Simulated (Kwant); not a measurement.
Device: quantum point contact (saddle potential) in a GaAs two-dimensional gas. Effective mass 0.067 mₑ, grid spacing 2 nm, hard walls, nominal width 40 nm (19 grid rows, so walls 40 nm apart), one parabolic valley, scattering region 120 nm long along x; energies count from the band bottom; Fermi energy swept from 0.0017539 to 0.1339 eV. Potential (V0 + ½k y²) cos²(πx/L) for |x| < L/2, with V0 = 0.051 eV, k = 0.0013 eV/nm², L = 97 nm.

The device is made up for the run: typed textbook-type constants, with dimensions and the other settings drawn at random.

Model: effective-mass tight-binding model on a square grid, one spin, coherent transport at 0 K (Kwant). Conductance is in e²/h.

Sweep values stay those of the base run.

The length of the gated region was swept, all else fixed.

| length of the gated region (nm) | G (e²/h) at E = 133.9 meV | G (e²/h) at E = 34.31 meV | mean G (e²/h) over the sweep | G (e²/h) at E = 99.43 meV |
|---|---|---|---|---|
| 24 | 2.22 | 0.010 | 0.72 | 1.28 |
| 48 | 2.09 | 5.1e-5 | 0.69 | 1.13 |
| 68 | 2.04 | 7.9e-7 | 0.69 | 1.06 |
| 97 | 2.01 | 1.9e-9 | 0.69 | 1.02 |
| 130 | 2.00 | 2.0e-12 | 0.69 | 1.01 |

From the first row to the last the G at E = 133.9 meV goes from 2.22 to 2.00. From the first row to the last the G at E = 34.31 meV goes from 0.010 to 2.0e-12.
